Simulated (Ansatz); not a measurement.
System: SrZrO3 (I4/mcm, No. 140, 10 atoms in the cell; start mp-5076; a measured phase of this formula has another space group). Method: PBEsol (PAW; Ansatz, a quantum-chemistry and plane-wave program).

Numerical settings: plane-wave cutoff 520 eV, 8×8×8 k mesh, Fermi–Dirac smearing 0.01 eV, scalar-relativistic PAW data made under PBE.

Cell (relaxed with PBEsol):

```xyz
10
Lattice="-2.8681 2.8681 4.1618 2.8681 -2.8681 4.1618 2.8681 2.8681 -4.1618" Properties=species:S:1:pos:R:3 pbc="T T T"
Sr     0.0000     2.8681     2.0809
Sr     2.8681     0.0000     2.0809
Zr     0.0000     0.0000     0.0000
Zr     0.0000     0.0000     4.1618
O      3.9542     1.0860     0.0000
O     -1.0860     1.7821     4.1618
O      1.7821     1.0860     4.1618
O      1.0860     1.7821     0.0000
O      0.0000     0.0000     2.0809
O      0.0000     0.0000     6.2427
```

**Question.** Give the computed band gap and smallest direct gap on the k points sampled.

**Answer.** 
- band gap: 3.71 eV
- smallest direct gap on the k points sampled: 3.75 eV

Spin–orbit coupling is not included.

The computed numbers hold no vibrational or temperature effects.

A start named mp-… is a Materials Project structure, which need not be a measured phase.
